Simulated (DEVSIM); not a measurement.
System: W/La2O3/p-Ge capacitor, at 300 K.

Layer 1 from the left is La2O3, thickness (nm) 20.0. Layer 2 from the left is Ge, thickness (nm) 2300, Na (cm⁻³) 6.7e15.

Metal gate on the left, work function 4.6 eV. Fixed charge at the semiconductor interface 0 cm⁻² (in units of +e); no interface traps.

The device is made up for the run: typed textbook-type constants, with dimensions and the other settings drawn at random. Values at 300 K.

La2O3: gap (eV) 5.8, affinity (eV) 1.8, permittivity 27. Ge: gap (eV) 0.664, affinity (eV) 4, permittivity 16, Nc (cm⁻³) 1.04e19, Nv (cm⁻³) 6e18.

Task: Estimate by hand the flat-band voltage, the threshold voltage, and compare with a numerical solution.

Result: 
- Flat-band voltage: C = 1.20 μF/cm², work-function difference 0.112 V; VFB = φms − qNf/C = 0.11 V; numerical 0.11 V.
- Threshold voltage: φF = 0.149 V, depletion charge √(4εqNφF) = 3.01e-8 C/cm²; VT = VFB + 2φF + Qd/C = 0.44 V; numerical 0.44 V.

DEVSIM, 1D Poisson equation in equilibrium, Boltzmann statistics, complete ionisation; no quantum confinement or tunnelling. Metal contacts follow the ideal Schottky-Mott rule: no Fermi-level pinning, no interface dipoles.
